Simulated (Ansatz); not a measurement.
## Cubic perovskite CsSrF3

All values below come from r²SCAN-D4 in Ansatz (PAW).

Settings: plane-wave cutoff 560 eV, 8×8×8 k mesh, Fermi–Dirac smearing 0.01 eV, scalar-relativistic PAW data made under PBE.

Cell (relaxed at this level):

```
CsSrF3
1.0
    4.75461     0.00000     0.00000
    0.00000     4.75461     0.00000
    0.00000     0.00000     4.75461
Cs Sr F
1 1 3
Direct
  0.00000   0.00000   0.00000
  0.50000   0.50000   0.50000
  0.50000   0.00000   0.50000
  0.00000   0.50000   0.50000
  0.50000   0.50000   0.00000
```

For cubic perovskite CsSrF3, the band gap is 7.20 eV.

Note: the relaxation could not lower the start's symmetry, so the cell can be a saddle point above a distorted one.

Spin–orbit coupling is not included.

Ansatz is a quantum-chemistry and plane-wave program.
